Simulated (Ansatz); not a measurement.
Abridged Ansatz (an electronic-structure program) output:

```
Pseudopotential: Os, paw, valence charge 16
Pseudopotential: W, paw, valence charge 14
Crystal: 8 atoms, lattice volume = 120.980 Å³
Basis set: ecut = 420 eV, 2365 PW (Γ), exchange–correlation on 64×80×72 points (8 copies of the dense FFT grid, shifted against one another)
Bands: 71, of which v1, the nominal top of the filled ones, is band 59 counted from 1 (58 counted from 0)
Symmetry: 4 space group operations
k-points: 180 of 900 (time reversal used)
Functional: x = pbesol(κ = 0.804, μ = 0.12345679012345678), c = pbesol(β = 0.046)
SCF iter   1: F=—  HF=-85034.175814 eV  |F-HF|=—  |Δ(HF+E_count)|=         —  Δρ=9.36e-3  dr2=9.20e-2  ethr=1.77e-3  ⟨swp⟩=4.8  Hψ=41920  notcnv=0  defer=141
SCF iter   2: F=—  HF=-85034.169757 eV  |F-HF|=—  |Δ(HF+E_count)|=   6.06e-3  Δρ=5.38e-3  dr2=3.08e-2  ethr=7.80e-5  ⟨swp⟩=1.4  Hψ=15050  notcnv=0  defer=361
SCF 1 converged in 7 iterations: F = -85034.165842 eV  dr2 = 4.15e-10
SCF converged after 7 iterations
Free energy (F): -85034.165842 eV
Internal energy: -85034.100404 eV  (E = F + TS)
E sigma→0 (E₀):  -85034.133123 eV
Entropy (-TS):   -0.065438 eV (-8.180 meV/atom)
Fermi energy:    23.196409 eV
--- Forces (eV/Å), atoms counted from 1 ---
  atom   1  Os     0.00000000     0.00044861     0.00012111
  atom   2  Os     0.00000000    -0.00044861     0.00012111
  atom   3  W      0.00000000    -0.00000000    -0.00045027
  atom   4  W      0.00000000    -0.00000000     0.00024659
  atom   5  Os    -0.00000000     0.00000000    -0.00007419
  atom   6  W     -0.00000000     0.00000000     0.00003174
  atom   7  W     -0.00000000    -0.00005920     0.00000247
  atom   8  W     -0.00000000     0.00005920     0.00000247
--- Stress (GPa, compression-positive) ---
       -0.001254       0.000000      -0.000000
        0.000000      -0.005390       0.000000
       -0.000000       0.000000      -0.007149
  P = ⅓ Tr σ = -0.0046 GPa (-0.046 kbar)
```

**Question.** What was computed, and what are the main results?

**Answer.** Os3W5, 8 atoms in the cell, with Kohn–Sham DFT with the PBEsol functional, run in Ansatz with PAW and 420 eV plane waves, no spin-orbit coupling. The last SCF converged to F = -85034.165842 eV, or -10629.2707 eV per atom, at a pressure of 0.00 GPa. The total energy compares only with runs of the same code, potentials and settings.

Each cell is one ordered arrangement of few atoms, which overstates ordering effects compared with a random alloy. Stability against distortions was not tested. The final runs are not spin-polarised. The cell was made from Os by this change: x(W) = 0.625, 8 atoms, Pmm2.
